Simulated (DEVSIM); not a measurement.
Device: abrupt Si p-n junction, at 300 K.

```csv
layer (left to right),material,thickness (μm),Nd (cm⁻³),Na (cm⁻³),τn (s),τp (s)
1,Si,1.00,-,4.2e16,0.00021,0.00021
2,Si,35.0,3.3e14,-,0.00021,0.00021
```

Left contact: ohmic. Right contact: ohmic. Voltage is applied to the left contact. Recombination: SRH at mid-gap, radiative, Auger. Mobility is constant in doping.

This is a model device: material constants are rounded textbook-type values typed into the input, and sizes, dopings and lifetimes were drawn at random. Values at 300 K.

| parameter | Si |
|---|---|
| gap (eV) | 1.124 |
| affinity (eV) | 4.05 |
| permittivity | 11.7 |
| Nc (cm⁻³) | 2.86e19 |
| Nv (cm⁻³) | 3.1e19 |
| μn (cm²/Vs) | 1417 |
| μp (cm²/Vs) | 470 |
| B (cm³/s) | 4.7e-15 |
| Cn (cm⁶/s) | 2.8e-31 |
| Cp (cm⁶/s) | 9.9e-32 |

Model (solved in DEVSIM): 1D drift-diffusion, Boltzmann statistics, complete ionisation; no tunnelling, impact ionisation, image-force lowering or self-heating.

Q: Tabulate band edges, carrier densities and field at 0.9 V on the left contact.

A: Energies count from the Fermi level of the right contact; mesh points crowd at the junctions.

```
x (μm)   Ec (eV)  Ev (eV)  n (cm⁻³)  p (cm⁻³)  field (V/cm)
-------  -------  -------  --------  --------  ------------
0.000      0.053   -1.071      2800    4.2e16           ≈ 0
0.03182    0.053   -1.071    1.8e13    4.2e16           ≈ 0
0.1037     0.053   -1.071    5.8e13    4.2e16           ≈ 0
0.2662     0.053   -1.071    1.5e14    4.2e16           ≈ 0
0.6956     0.054   -1.070    3.8e14    4.2e16           ≈ 0
0.8794     0.054   -1.070    4.9e14    4.2e16           -19
0.9607     0.051   -1.073    6.0e14    3.8e16         -1600
1.003      0.030   -1.094    1.4e15    1.7e16         -8500
1.040      0.010   -1.113    3.0e15    7.9e15         -3200
1.127     -0.001   -1.125    4.7e15    5.0e15          -370
1.330     -0.002   -1.126    5.0e15    4.7e15            31
2.041      0.000   -1.124    4.9e15    4.6e15            35
3.483      0.006   -1.119    4.8e15    4.4e15            36
6.876      0.018   -1.106    4.4e15    4.1e15            39
19.20      0.076   -1.048    3.0e15    2.7e15            58
28.88      0.148   -0.976    1.8e15    1.5e15           100
32.99      0.201   -0.923    1.1e15    8.1e14           170
34.73      0.238   -0.886    7.6e14    4.4e14           280
35.61      0.270   -0.854    4.8e14    1.9e14           510
35.85      0.284   -0.840    3.9e14    9.0e13           640
35.95      0.290   -0.834    3.5e14    3.4e13           690
36.00      0.294   -0.830    3.3e14    350000           690
```
